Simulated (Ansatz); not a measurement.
Results of LDA (Ansatz, a quantum-chemistry and plane-wave program, plane waves, PAW) for Re3Rh (model structure, started from the A15 type, Pm-3n, No. 223, 8 atoms in the cell).

Run with plane-wave cutoff 520 eV, 12×12×12 k mesh, Fermi–Dirac smearing 0.05 eV, no spin polarisation, scalar-relativistic PAW data made under PBE.

Cell (relaxed at this level):

```cif
data_Re6Rh2
_chemical_formula_sum 'Re6 Rh2'
_space_group_name_H-M_alt 'Pm-3n'
_space_group_IT_number 223
_space_group_name_Hall '-P 4n 2 3'
_cell_length_a 4.84281
_cell_length_b 4.84281
_cell_length_c 4.84281
_cell_angle_alpha 90.000
_cell_angle_beta 90.000
_cell_angle_gamma 90.000
loop_
_atom_site_label
_atom_site_type_symbol
_atom_site_symmetry_multiplicity
_atom_site_Wyckoff_symbol
_atom_site_fract_x
_atom_site_fract_y
_atom_site_fract_z
_atom_site_occupancy
Re1 Re 6 c 0.00000 0.50000 0.25000 1
Rh1 Rh 2 a 0.00000 0.00000 0.00000 1
```

### Question
What does this level give for the bulk modulus B0?

### Answer

* **bulk modulus B0**: 380 GPa

Note: the run has no spin polarisation, so it can have missed a magnetic state; the bulk modulus is −V dP/dV from two relaxed cells at ±2 % in volume; the relaxation could raise the start's symmetry but not lower it, so the cell can be a saddle point.

Spin–orbit coupling is not included.

Computed values are for the static lattice.

Computing time: roughly 5 core-minutes.

A model structure was made by putting elements into a prototype or built by hand; it is no filed structure, need not be a known phase, and can be a saddle point held by its symmetry.
